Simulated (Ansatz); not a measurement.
## Si on a Hf site (middle of the slab) in a 2x1 cell of the 1x1 (100) surface of monoclinic HfO2 (cut with top plane 2 O)

Host crystal: monoclinic HfO2, with a band gap (PBE, scalar-relativistic without spin-orbit coupling).

The numbers are results of PBE (plane waves to 420 eV, PAW; Ansatz, a program for electronic structure), not measurements.

Set-up: 48 atoms, 9.3 Å thick at the start (thin: gaps and levels are the slab's own); mesh 2x4x1; 0.01 eV smearing; dipole correction on; 4 atoms held, the rest relaxed; no symmetry held; no spin, no spin-orbit, no U.

The formation energy against hcp Hf, silicon is 3.55 eV and the gap of the slab on its k-mesh is 3.38 eV. The highest filled level below the top vacuum level is 6.86 eV, the change of the step from the bottom to the top vacuum level, against the clean slab comes out as -0.29 eV and the energy released by relaxation is 3.17 eV. The largest move of a host atom is 0.65 Å.
